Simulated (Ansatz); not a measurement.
Take AgI (space group P6_422, No. 181; a = 4.5810 Å, c = 10.6865 Å; a hypothetical phase, not in the database extracts checked) as the base. Axes: x lies along a and z along c of the hexagonal cell.

Level of theory: plane-wave PAW DFT at the PBE level (Ansatz, an electronic-structure program, 420 eV), without spin-orbit coupling.

The change: the cell is compressed by 5.15 % along x with no lateral relaxation; the atoms relax in the strained cell.

**Question.** Predict the stress tensor and what it implies for the stiffness.

**Answer.** Stress of the strained cell less that of the base (GPa, compression positive):
```
   2.15    0.00    0.00
   0.00    1.28    0.00
   0.00    0.00    1.63
```

Then −Δσ_ii/ε with ε = -0.0515 gives secant stiffness values (nonlinear terms included at this strain): C11 ≈ 42 GPa, C12 ≈ 25 GPa and C13 ≈ 32 GPa.

As a check, the harmonic strain energy −½ V₀ Δσ:ε is 11 meV/atom; the computed energy rise is 11 meV/atom.

No phonon test of stability was made. The base started in P3_121 and relaxed to P6_422 at this level.
